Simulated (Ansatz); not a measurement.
The cell is built on a prototype and need not be the phase stable at ambient conditions.

By r2SCAN, the system below comes out a metal.

The ballistic (Sharvin) conductance counts the channels at the Fermi level: G/A = (e²/h) × channels of both spins per area.

Data:

```xyz
3
Lattice="2.7803 0.0000 0.0000 0.0000 6.8322 0.0000 1.3902 3.4161 1.3902" Properties=species:S:1:pos:R:3 pbc="T T T"
Ir     0.0000     0.0000     0.0000
B      0.0000     4.6546     0.0000
B      0.0000     2.1776     0.0000
```

Space group of this cell: I4/mmm. The cell was relaxed by PBE-D3(BJ); by r2SCAN its mean pressure is 3.9 GPa.

The current flows along the normal of the first two printed cell vectors. No spin-orbit coupling; the value is a mean over 0.1 eV about the Fermi level.

Question: Compute, with r2SCAN in Ansatz (a quantum-chemistry and plane-wave program), the ballistic conductance per area.

Answer: 0.70 × 10¹⁵ S/m² for both spins.
